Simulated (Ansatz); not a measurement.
The structure below was relaxed with Ansatz (a quantum-chemistry and plane-wave program), PBEsol, PAW, cutoff 420 eV, scalar-relativistic without spin-orbit coupling.

```
CELL_PARAMETERS angstrom
     -1.81749     1.81749     1.81749
      1.81749    -1.81749     1.81749
      1.81749     1.81749    -1.81749
ATOMIC_POSITIONS crystal
  Hg 0.00000 0.00000 0.00000
```

Q: Find the space group and the Wyckoff positions.

A: Space group Im-3m (No. 229); a = 3.6350 Å, b = 3.6350 Å, c = 3.6350 Å, α = 90.00°, β = 90.00°, γ = 90.00°

```csv
atom,site,symmetry,x,y,z
Hg,2a,m-3m,0.0000,0.0000,0.0000
```

Q: Describe the coordination.

A: The crystal has 2 atoms in its conventional cell. Cell: a = 3.6350 Å, b = 3.6350 Å, c = 3.6350 Å, α = 90.00°, β = 90.00°, γ = 90.00°. Hg is coordinated by 8 Hg at 3.148 Å (cubic). (Neighbours: up to the widest gap in distance over summed covalent radii, below 1.35, at either atom.)

No phonon test of stability was made. The cell was made from Fe by this change: Fe → Hg; the result is a hypothetical phase, not in the database extracts checked.
